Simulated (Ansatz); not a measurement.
We consider GaSb (model structure, started from the CsCl type, Pm-3m, No. 221, 2 atoms in the cell), described by r²SCAN (Ansatz, a quantum-chemistry and plane-wave program, plane waves, PAW).

Run with plane-wave cutoff 560 eV, 16×16×16 k mesh, Fermi–Dirac smearing 0.05 eV, scalar-relativistic PAW data made under PBE.

Cell (relaxed at this level):

```
CELL_PARAMETERS angstrom
      3.58381     0.00000     0.00000
      0.00000     3.58381     0.00000
      0.00000     0.00000     3.58381
ATOMIC_POSITIONS crystal
  Ga 0.00000 0.00000 0.00000
  Sb 0.50000 0.50000 0.50000
```

Q: Predict the bulk modulus B0.

A: 
* **bulk modulus B0**: 52.7 GPa

The run finds no gap.

Note: the bulk modulus is −V dP/dV from two relaxed cells at ±2 % in volume; the relaxation could raise the start's symmetry but not lower it, so the cell can be a saddle point.

Spin–orbit coupling is not included; it can open a gap where bands touch, and shift volumes and moduli.

The computed numbers hold no vibrational or temperature effects.

Cost on a shared machine: very roughly 90 core-seconds.

A model structure was made by putting elements into a prototype or built by hand; it is no filed structure, need not be a known phase, and can be a saddle point held by its symmetry.
